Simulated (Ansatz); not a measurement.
# Mo2N under load (space group I4_1/amd): band-structure transport figures

Data:

```
Mo2N
1.0
   -2.10984     2.10984     3.99191
    2.10984    -2.10984     3.99191
    2.10984     2.10984    -3.99191
Mo N
4 2
Direct
  0.98990   0.48990   0.50000
  0.23990   0.23990   0.00000
  0.76010   0.76010   0.00000
  0.51010   0.01010   0.50000
  0.25000   0.75000   0.50000
  0.50000   0.50000   0.00000
```

The numbers are results of PBEsol, rigid bands (plane waves, PAW, scalar-relativistic; Ansatz, an electronic-structure program), not measurements. Condition of this run: hydrostatic pressure -2 GPa (the target of the relaxation). Cell: cell and atoms relaxed with PBEsol, then loaded as said.

The density of states at the Fermi level is 4.48 states/(eV·cell), both spins and the bare Sommerfeld coefficient is 1.76 mJ/(mol of atoms·K²). The drude plasma energy comes out as 5.4 (x), 5.4 (y), 5.2 (z) eV and the root-mean-square Fermi velocity is 4.1e5 m/s. The resistivity times τ is 17.0 (x), 17.0 (y), 18.1 (z) ×10⁻²² Ω·m·s.

A metal at this level (no band gap); rigid bands, thermally averaged at 300 K, both spins. Spin-orbit coupling is left out. τ is one relaxation time for all states.

Formula and space group known from diffraction (Crystallography Open Database), not checked to be the room-temperature form: Mo2N under load (space group I4_1/amd).
